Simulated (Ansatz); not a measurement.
Results of G0W0@PBE0 (plane waves, hard PAW, contour deformation; Ansatz, a quantum-chemistry and plane-wave program) for antifluorite Be2C.

The cell has the measured lattice parameters. Conventional cell: a = 4.3400 Å, b = 4.3400 Å, c = 4.3400 Å, α = 90.00°, β = 90.00°, γ = 90.00°.

The quasiparticle gap at Γ at a fixed k mesh 6×6×6:

```csv
response cutoff,value (eV)
"150 eV, 157 empty bands",5.726
"200 eV, 241 empty bands",5.779
"250 eV, 337 empty bands",5.810
"300 eV, 443 empty bands",5.830
```

Question: Taking the value to converge with the response cutoff E as E^(−3/2), extrapolate from the last two rows.

Answer: With y = y∞ + c/w and weights w = 3953 and 5196 for the last two rows, y∞ = (w2 y2 − w1 y1)/(w2 − w1) = (5196 × 5.830 − 3953 × 5.810)/1243 = 5.894 eV, which lies 0.064 beyond the last row. Successive pairs of rows give 5.877, 5.888, 5.894. The limit also hangs on the law assumed, so its last digits aren't firm.

The other settings are not extrapolated, so this is the limit in one setting alone.

At the last cutoff the smallest gap on this mesh is 2.49 eV, with an edge away from Γ.

Note: GW on a hybrid start was not checked against another program.
